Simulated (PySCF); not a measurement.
PySCF 2.14.0, PBE/def2-svp, df: Cd(fmdH)2 (C1[NH][Cd]2([NH]C=[NH]->2)<-[NH]=1), 13 atoms. The geometry is a generated start, not checked to be a minimum at this level.

| Property | Value |
|---|---|
| task | energy |
| method | pbe |
| basis | def2-svp |
| two-electron scheme | density fitting |
| mol.max_memory | 3000 MB |
| mf.max_cycle | 100 |
| mf.init_guess | minao (default) |
| mf.DIIS | CDIIS (default) |
| mf.diis_space | 8 (default) |
| mf.conv_tol | 1e-09 (default) |
| mf.grids.level | 3 (default) |
| effective core potentials | those of the basis set, past Kr |
| basis functions | 145 |
| grid points | 165088 |

```xyz
13

Cd    -0.0185    -0.0203    -0.0184
C     -0.5610     1.9650    -1.4980
N     -1.3665     1.6210    -0.5279
N      0.5241     1.2657    -1.6992
H     -0.7937     2.8289    -2.1333
H     -2.1861     2.2069    -0.4272
H      1.0992     1.5850    -2.4684
C      0.5649    -1.9618     1.5029
N     -0.1391    -2.1608     0.4206
N      0.9665    -0.7523     1.7851
H      0.8160    -2.8018     2.1642
H     -0.4120    -3.1220     0.2624
H      1.5062    -0.6534     2.6373
```

Charge 0 and multiplicity 1 are set for this test and not shown to be the ground state.

One run each on 2 threads, 1 BLAS thread. Values of level_shift (Hartree) tried: 0 (default), 0.1, 0.3, 1.

Question: Which value of level_shift (Hartree) needs the fewest Fock builds, and what happens away from it?

Answer: Fewest Fock builds: 0.1 with 15. The count rises to 40 at 1. All converge to one solution.

```tsv
level_shift (Hartree)	Fock builds	end
0 (default)	17	same solution
0.1	15	same solution
0.3	22	same solution
1	40	same solution
```
